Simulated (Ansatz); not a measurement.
For Bi₂Te₃ (model structure, started from the A-La2O3 type, P-3m1, No. 164, 5 atoms in the cell), LDA (plane waves, PAW; Ansatz, a first-principles code) gives:

- lattice constant a = 4.317 Å
- c axis length = 10.389 Å
- bulk modulus = 33.0 GPa
- cohesive energy = 3.56 eV/atom
- band gap = 0.36 eV

### Question
What does r²SCAN (Ansatz, PAW) give for the same quantities?

### Answer

- lattice constant a: 4.409 Å (increases by 2.1 %)
- lattice parameter c: 11.007 Å (increases by 5.9 %)
- bulk modulus: 17.1 GPa (shrinks by 48 %)
- cohesive energy: 2.54 eV/atom (drops by 1.02 eV/atom)
- band gap: 1.01 eV (goes up by 0.65 eV)

Changes are worked out from the printed values.

Unless a cell is named, each level is at its own relaxed cell (LDA 33.54, r²SCAN 37.06 Å³/atom).

Levels without +SOC leave out spin–orbit coupling, which shifts energies and cells of such heavy elements.

Levels without +SOC have no spin–orbit coupling; where heavier elements are present it shifts gaps, mostly down, and can invert bands. Density-functional gaps are differences of (generalised) Kohn–Sham levels.

Caveats: the bulk modulus is −V dP/dV from two relaxed cells at ±2 % in volume (LDA, r²SCAN). Ansatz's density-functional and Hartree–Fock values are scalar-relativistic unless marked +SOC, with PAW data made under PBE.

A model structure was made by putting elements into a prototype or built by hand; it is no filed structure, need not be a known phase, and can be a saddle point held by its symmetry.
